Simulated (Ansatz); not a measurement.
An Ansatz (a first-principles code) run: AlHO2 with a change (uniaxial strain ε_zz = +3.90 %); PBEsol/PAW in Ansatz, no spin-orbit coupling.

Input:

Ansatz 0.2 input:
```yaml
crystal:
  lattice:
    - [2.8408174634, 0, 0]
    - [0, 4.1968806857, 0]
    - [0, 0, 4.8929825022]
  atoms:
    - { symbol: Al, position: [0.5, 0.2686409518, 0.4923551622] }
    - { symbol: Al, position: [0, 0.7313590482, 0.9923551622] }
    - { symbol: H, position: [0.5, 0.2110626568, 0.9798050338] }
    - { symbol: H, position: [0, 0.7889373432, 0.4798050338] }
    - { symbol: O, position: [0, 0.5058550968, 0.6460900823] }
    - { symbol: O, position: [0.5, 0.4941449032, 0.1460900823] }
    - { symbol: O, position: [0, 0.9954568874, 0.3471597218] }
    - { symbol: O, position: [0.5, 0.0045431126, 0.8471597218] }
basis: { ecutwfc: 420, ecutrho_ratio: 4, xc_grid: 2, fft_grid_basis: typed }
kpoints: { mp_grid: { grid: [12, 8, 7] } }
hamiltonian:
  xc: pbesol
  dispersion: none
  pseudopotentials: { kind: paw }
scf: { occupations: { method: fermi_dirac, width: 0.05 }, convergence: { dr2_threshold: 0.0000000008 } }
relax: { f_tol: 0.005, max_steps: 50 }
output: { forces: true, stress: true }
checkpoint: { write: state.ck, write_every: 1000 }
```

Output (explanatory and most iteration lines left out):

```
Relaxation: its limit of steps is 50 (relax.max_steps)
Pseudopotential: Al, paw, valence charge 3
Pseudopotential: H, paw, valence charge 1
Pseudopotential: O, paw, valence charge 6
Crystal: 8 atoms, lattice volume = 58.337 Å³
Basis set: ecut = 420 eV, 1139 PW (Γ), exchange–correlation on 40×60×72 points (8 copies of the dense FFT grid, shifted against one another)
Bands: 24, of which v1, the nominal top of the filled ones, is band 16 counted from 1 (15 counted from 0)
Symmetry: 4 space group operations
Space group: Pmn21 (ITA 31), of the structure as read, at distance tolerance 3.9e-5 Å
k-points: 140 of 672 (time reversal used)
Functional: x = pbesol(κ = 0.804, μ = 0.12345679012345678), c = pbesol(β = 0.046)
SCF iter   1: F=—  HF=-3332.341634 eV  |F-HF|=—  |Δ(HF+E_count)|=         —  Δρ=1.39e-2  dr2=8.62e-2  ethr=1.77e-3  ⟨swp⟩=5.5  Hψ=16577  notcnv=0  defer=12
SCF iter   2: F=—  HF=-3332.317087 eV  |F-HF|=—  |Δ(HF+E_count)|=   2.45e-2  Δρ=2.45e-3  dr2=2.95e-3  ethr=2.69e-4  ⟨swp⟩=2.9  Hψ=7041  notcnv=0  defer=478
SCF 1 converged in 6 iterations: F = -3332.316645 eV  dr2 = 6.69e-10
relax step   1: F+E_penalty+E_count = -3332.31664450 eV  Δ(F+E_penalty+E_count) = +0.000e0 eV  max|allowed force component| = 3.910e-1 eV/Å  Δτ_max = 0.0000 Å  (6 SCF iters, accepted)
Crystal: 8 atoms, lattice volume = 58.337 Å³
SCF iter   1: F=—  HF=-3332.323573 eV  |F-HF|=—  |Δ(HF+E_count)|=         —  Δρ=1.26e-3  dr2=7.04e-4  ethr=2.19e-6  ⟨swp⟩=1.0  Hψ=10434  notcnv=0  defer=480
SCF iter   2: F=—  HF=-3332.323326 eV  |F-HF|=—  |Δ(HF+E_count)|=   2.47e-4  Δρ=4.63e-4  dr2=7.03e-5  ethr=2.19e-6  ⟨swp⟩=2.6  Hψ=5129  notcnv=0  defer=480
SCF 2 converged in 6 iterations: F = -3332.323250 eV  dr2 = 1.27e-11
relax step   2: F+E_penalty+E_count = -3332.32324954 eV  Δ(F+E_penalty+E_count) = -6.605e-3 eV  max|allowed force component| = 2.511e-1 eV/Å  Δτ_max = 0.0072 Å  (6 SCF iters, accepted)
Crystal: 8 atoms, lattice volume = 58.337 Å³
SCF iter   1: F=—  HF=-3332.331114 eV  |F-HF|=—  |Δ(HF+E_count)|=         —  Δρ=2.33e-3  dr2=2.31e-3  ethr=8.61e-5  ⟨swp⟩=3.3  Hψ=8754  notcnv=0  defer=480
SCF iter   2: F=—  HF=-3332.330338 eV  |F-HF|=—  |Δ(HF+E_count)|=   7.77e-4  Δρ=9.16e-4  dr2=2.45e-4  ethr=7.22e-6  ⟨swp⟩=2.0  Hψ=6160  notcnv=0  defer=480
SCF 3 converged in 6 iterations: F = -3332.330222 eV  dr2 = 3.71e-11
relax step   3: F+E_penalty+E_count = -3332.33022186 eV  Δ(F+E_penalty+E_count) = -6.972e-3 eV  max|allowed force component| = 9.109e-2 eV/Å  Δτ_max = 0.0150 Å  (6 SCF iters, accepted)
Crystal: 8 atoms, lattice volume = 58.337 Å³
SCF iter   1: F=—  HF=-3332.334436 eV  |F-HF|=—  |Δ(HF+E_count)|=         —  Δρ=2.21e-3  dr2=1.71e-3  ethr=1.14e-4  ⟨swp⟩=3.3  Hψ=8878  notcnv=0  defer=479
SCF iter   2: F=—  HF=-3332.334058 eV  |F-HF|=—  |Δ(HF+E_count)|=   3.78e-4  Δρ=9.16e-4  dr2=2.05e-4  ethr=5.34e-6  ⟨swp⟩=1.5  Hψ=5029  notcnv=0  defer=479
SCF 4 converged in 6 iterations: F = -3332.333968 eV  dr2 = 1.58e-10
relax step   4: F+E_penalty+E_count = -3332.33396797 eV  Δ(F+E_penalty+E_count) = -3.746e-3 eV  max|allowed force component| = 6.322e-2 eV/Å  Δτ_max = 0.0186 Å  (6 SCF iters, accepted)
Crystal: 8 atoms, lattice volume = 58.337 Å³
SCF iter   1: F=—  HF=-3332.335798 eV  |F-HF|=—  |Δ(HF+E_count)|=         —  Δρ=1.50e-3  dr2=9.73e-4  ethr=1.78e-5  ⟨swp⟩=2.9  Hψ=9314  notcnv=0  defer=479
SCF iter   2: F=—  HF=-3332.335505 eV  |F-HF|=—  |Δ(HF+E_count)|=   2.93e-4  Δρ=6.40e-4  dr2=1.26e-4  ethr=3.04e-6  ⟨swp⟩=2.0  Hψ=6151  notcnv=0  defer=479
SCF 5 converged in 6 iterations: F = -3332.335391 eV  dr2 = 9.72e-11
relax step   5: F+E_penalty+E_count = -3332.33539081 eV  Δ(F+E_penalty+E_count) = -1.423e-3 eV  max|allowed force component| = 1.316e-2 eV/Å  Δτ_max = 0.0090 Å  (6 SCF iters, accepted)
Crystal: 8 atoms, lattice volume = 58.337 Å³
SCF iter   1: F=—  HF=-3332.335498 eV  |F-HF|=—  |Δ(HF+E_count)|=         —  Δρ=8.52e-5  dr2=3.02e-6  ethr=5.38e-8  ⟨swp⟩=2.1  Hψ=7894  notcnv=0  defer=479
SCF iter   2: F=—  HF=-3332.335405 eV  |F-HF|=—  |Δ(HF+E_count)|=   9.32e-5  Δρ=2.95e-5  dr2=2.87e-7  ethr=9.43e-9  ⟨swp⟩=2.1  Hψ=6584  notcnv=0  defer=479
SCF 6 converged in 6 iterations: F = -3332.335405 eV  dr2 = 1.33e-13
relax step   6: F+E_penalty+E_count = -3332.33540485 eV  Δ(F+E_penalty+E_count) = -1.404e-5 eV  max|allowed force component| = 1.427e-3 eV/Å  Δτ_max = 0.0005 Å  (6 SCF iters, accepted)
SCF converged after 6 iterations
Free energy (F): -3332.335405 eV
Internal energy: -3332.335405 eV  (E = F + TS)
E sigma→0 (E₀):  -3332.335405 eV
Fermi energy:    9.048075 eV
--- Forces (eV/Å), atoms counted from 1 ---
  atom   1  Al    -0.00000000     0.00070300    -0.00062734
  atom   2  Al    -0.00000000    -0.00070300    -0.00062734
  atom   3  H      0.00000000     0.00123057     0.00026683
  atom   4  H     -0.00000000    -0.00123057     0.00026683
  atom   5  O      0.00000000     0.00008742     0.00041308
  atom   6  O      0.00000000    -0.00008742     0.00041308
  atom   7  O      0.00000000     0.00142669    -0.00005270
  atom   8  O     -0.00000000    -0.00142669    -0.00005270
--- Stress (GPa, compression-positive) ---
       -3.334565       0.000000       0.000000
        0.000000      -1.269722       0.000000
        0.000000       0.000000     -11.713075
  P = ⅓ Tr σ = -5.4391 GPa (-54.391 kbar)
--- Relaxed structure (6 steps of the walk, 6 accepted, 0 SCFs on fresh bases) ---
  atoms:
    - { symbol: Al, position: [0.5, 0.27442992817333084, 0.4895913581101619] }
    - { symbol: Al, position: [0.0, 0.7255700718266691, 0.9895913581101616] }
    - { symbol: H, position: [0.5, 0.20264464621006964, 0.9772686165349573] }
    - { symbol: H, position: [0.0, 0.7973553537899302, 0.4772686165349574] }
    - { symbol: O, position: [0.0, 0.5045088969175344, 0.647214759286704] }
    - { symbol: O, position: [0.5, 0.49549110308246547, 0.1472147592867041] }
    - { symbol: O, position: [0.0, 1.0000753015146377, 0.3513352661681764] }
    - { symbol: O, position: [0.5, -7.530151463780529e-5, 0.8513352661681766] }
```

Whether these cells are dynamically stable was not tested. The cell was made from AlHO$_{2}$ (space group Pmn2_1, No. 31) by this change: uniaxial strain ε_zz = +3.90 %.
